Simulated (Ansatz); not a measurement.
System: YScO3 (P6₃cm, No. 185, 30 atoms in the cell; start mp-769007). Method: HSE06 in Ansatz (plane waves, PAW).

Run with plane-wave cutoff 460 eV, 6×6×2 k mesh (along the axes of the cell as run), Fermi–Dirac smearing 0.01 eV, scalar-relativistic PAW data made under PBE.

Cell (relaxed with PBEsol):

```
CELL_PARAMETERS angstrom
      6.13427     0.00000     0.00000
     -3.06713     5.31243     0.00000
      0.00000     0.00000    12.09812
ATOMIC_POSITIONS crystal
  Y  0.66667 0.33333 0.73541
  Y  0.33333 0.66667 0.23541
  Y  0.33333 0.66667 0.73541
  Y  0.66667 0.33333 0.23541
  Y  0.00000 0.00000 0.77526
  Y  0.00000 0.00000 0.27526
  Sc 0.66632 0.66632 0.00190
  Sc 0.00000 0.66632 0.50190
  Sc 0.33368 0.00000 0.00190
  Sc 0.33368 0.33368 0.50190
  Sc 0.00000 0.33368 0.00190
  Sc 0.66632 0.00000 0.50190
  O  0.69269 0.69269 0.16982
  O  0.00000 0.69269 0.66982
  O  0.30731 0.00000 0.16982
  O  0.30731 0.30731 0.66982
  O  0.00000 0.30731 0.16982
  O  0.69269 0.00000 0.66982
  O  0.64050 0.64050 0.83508
  O  0.00000 0.64050 0.33508
  O  0.35950 0.00000 0.83508
  O  0.35950 0.35950 0.33508
  O  0.00000 0.35950 0.83508
  O  0.64050 0.00000 0.33508
  O  0.66667 0.33333 0.52259
  O  0.33333 0.66667 0.02259
  O  0.33333 0.66667 0.52259
  O  0.66667 0.33333 0.02259
  O  0.00000 0.00000 0.97596
  O  0.00000 0.00000 0.47596
```

What does this level give for the band gap?


- band gap = 4.88 eV (on the SCF k mesh)

Note: cell and atoms aren't relaxed at this level (largest force component 0.10 eV/Å, pressure 2.0 GPa).

Spin–orbit coupling is not included.

Computed values are for the static lattice.

A start named mp-… is a Materials Project structure, which need not be a measured phase.

Ansatz is a program for electronic structure.
